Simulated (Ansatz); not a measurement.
## Hypothetical CsCl type VAs: uniaxial stress, 8 GPa tension along x

Base system: VAs in the CsCl type structure (space group Pm-3m, No. 221; a = 3.069 Å; a hypothetical phase, not in the database extracts checked; relaxed with 0.1 eV smearing). Axes: x, y, z lie along the cube axes.

Now apply this change: uniaxial stress, 8 GPa tension along x; all other stress components relax to zero.

Level of theory: plane-wave PAW DFT at the PBE level (Ansatz, a first-principles code, 420 eV), no spin-orbit coupling. Settings: 19×19×19 k-points, 0.1 eV Fermi–Dirac smearing.

The volume per atom increases by 0.28 Å³ to 14.74 Å³ and the space group goes from Pm-3m (No. 221) to P4/mmm (No. 123). The shortest interatomic distance grows by 0.019 Å to 2.677 Å and the energy goes up by 16 meV/atom. The band gap remains zero and the strain response (xx, yy, zz) amounts to (+4.32, −1.14, −1.14) %. The secant Young's modulus along x comes out as 190 GPa and the mean lateral Poisson ratio is 0.26.

Stability under load was not tested beyond the relaxation. Seeded moments were not kept for the base. All final runs are without spin polarisation. VAs has a high density of states at the Fermi level and may be magnetic at this level.
